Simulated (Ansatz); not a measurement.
**What tensor shear ε_xz = +0.49 % does to MgS**

Start from MgS in the rock salt structure (space group Fm-3m, No. 225; a = 5.205 Å). Axes: x, y, z lie along the cube axes.

One thing is altered: tensor shear ε_xz = +0.49 % (engineering shear γ = 0.0098), atoms relaxed at fixed cell.

Calculations: r2SCAN/PAW in Ansatz (an electronic-structure program), no SOC, earlier PAW set. Γ-centred 11×11×11 mesh, Fermi–Dirac width 0.05 eV.

- Volume per atom: 17.63 Å³ (base 17.63 Å³)
- Space group: Immm (No. 71) (base Fm-3m (No. 225))
- Shortest interatomic distance: 260.3 pm (base 260.3 pm)
- Energy relative to the base (free energy F): +0.3 meV/atom
- Pressure (mean of the normal stresses, compression positive): 0.00 GPa (base 0.00 GPa)
- Band gap: 3.42 eV (base 3.47 eV)
- Gap character: indirect, Γ → X
- Smallest direct gap: 4.59 eV (base 4.64 eV)
- Valence-band top at Γ (three highest levels, from the VBM): 0.00, -0.05, -0.09 eV (base 0.00, 0.00, 0.00 eV)
- Stress (xx, yy, zz, yz, xz, xy; compression positive): (0.00, 0.00, 0.00, 0.00, -0.59, 0.00) GPa

The cells carry an imposed strain or load. Stability against distortions was not tested. Labels are those of the standard path for the cell's own space group.
